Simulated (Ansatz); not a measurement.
System: Tl2Se (model structure, started from the fluorite type, Fm-3m, No. 225, 3 atoms in the cell). Method: PBEsol+SOC (Ansatz, a quantum-chemistry and plane-wave program, plane waves, PAW).

Numerical settings: plane-wave cutoff 520 eV, 14×14×14 k mesh, Fermi–Dirac smearing 0.05 eV, PAW data made under PBE.

Cell (relaxed with PBEsol):

Tl2Se is modelled in the cubic space group Fm-3m (No. 225), the anti-fluorite structure, Pearson symbol cF12. Lattice parameters: a = b = c = 7.3359 Å, α = β = γ = 90.00°. Se on 4a has 8 Tl at 3.177 Å (cubic). Tl on 8c is coordinated by 4 Se at 3.177 Å (tetrahedral). (Neighbours: up to the widest gap in distance over summed covalent radii, below 1.35, at either atom; cation-cation and far metal-metal contacts left out.)
(The calculation used a cell of 3 atoms; values per cell refer to that cell.)

### Question
Predict the band gap and Γ–Γ gap.

### Answer

- band gap = 0.09 eV (under three smearing widths, so not firm)
- Γ–Γ gap = 1.83 eV

Note: the relaxation could raise the start's symmetry but not lower it, so the cell can be a saddle point; cell and atoms aren't relaxed at this level (pressure -0.5 GPa).

The computed numbers hold no vibrational or temperature effects.

Computing time: very roughly 90 core-seconds.

A model structure was made by putting elements into a prototype or built by hand; it is no filed structure, need not be a known phase, and can be a saddle point held by its symmetry.
